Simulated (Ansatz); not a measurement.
**Refining one setting for MgAlCrO4 (P1, 7 atoms in the cell)**

```cif
data_AlCrMgO4
_chemical_formula_sum 'Mg1 Al1 Cr1 O4'
_space_group_name_H-M_alt 'P 1'
_space_group_IT_number 1
_cell_length_a 2.93582
_cell_length_b 5.10732
_cell_length_c 5.17568
_cell_angle_alpha 74.809
_cell_angle_beta 88.928
_cell_angle_gamma 88.500
loop_
_space_group_symop_operation_xyz
  'x, y, z'
loop_
_atom_site_label
_atom_site_type_symbol
_atom_site_fract_x
_atom_site_fract_y
_atom_site_fract_z
_atom_site_occupancy
Mg1 Mg 0.98832 0.79049 0.80101 1
Al1 Al 0.01058 0.47188 0.46919 1
Cr1 Cr 0.48009 0.09210 0.08142 1
O1 O 0.00354 0.19141 0.80109 1
O2 O 0.49885 0.64157 0.64350 1
O3 O 0.99725 0.81036 0.19304 1
O4 O 0.52548 0.32360 0.32149 1
```
Moments meant for the start (each program seeds them in its own way; μB, in the order of the atoms Mg Al Cr O O O O): 0.0 0.0 3.0 0.0 0.0 0.0 0.0.

Computed with PBEsol+U, default PAW files made with PBE (plane waves; Ansatz, a program for electronic structure).

The starting cell comes from a database of computed structures (which also holds hypothetical and non-ambient phases and stackings), without a prior relaxation at this level. With one magnetic atom in the cell only a parallel order is possible. With U or open f shells several self-consistent states can exist. In the base run, with a pressure of about -6 GPa the cell is away from its equilibrium volume at this level. Ansatz's pressure includes its estimate of the finite-basis (Pulay) stress.

Held fixed: basis.ecutwfc = 30.9 Ry; kpoints.mp_grid.grid = 7 5 4; hamiltonian.xc = pbesol; hamiltonian.pseudopotentials = {kind: paw} (the program's default PAW files); hamiltonian.hubbard.sites = [{species: Cr, l: d, u_eff: 3.7}] eV; magnetization.spin_polarized = true; scf.occupations.method = gaussian; scf.occupations.width = 0.0015 Ry.

ΔF is the free energy per atom less that of the last row (16).

These are the values that this program gave, and no reference: magnets with a U can end in a higher state.

The series runs over basis.ecutrho_ratio = 2; 3; 4; 5; 6; 8; 10; 12; 16.

From which setting on does the energy stay within 2 meV/atom of the last one?

From basis.ecutrho_ratio = 3 on; the one before it is off by 3.0 meV/atom.

```
basis.ecutrho_ratio  ΔF (meV/atom)  pressure (GPa)  largest force (eV/Å)  gap on the mesh (eV)  size of the net moment (μB/atom)  iterations
-------------------  -------------  --------------  --------------------  --------------------  --------------------------------  ----------
2                             -3.0           -5.15                 0.380                 0.856                              0.43          31
3                             0.09           -5.75                 0.385                 0.856                              0.43          28
4                             0.00           -5.74                 0.385                 0.856                              0.43          28
5                             0.00           -5.74                 0.385                 0.856                              0.43          29
6                             0.00           -5.74                 0.385                 0.856                              0.43          29
8                             0.00           -5.74                 0.385                 0.856                              0.43          29
10                            0.00           -5.74                 0.385                 0.856                              0.43          29
12                            0.00           -5.74                 0.385                 0.856                              0.43          29
16                            0.00           -5.74                 0.385                 0.856                              0.43          29
```

The gap is read on the k-point mesh of the run and can differ from the gap over the whole zone at this level.

Keys are those of Ansatz 0.2.
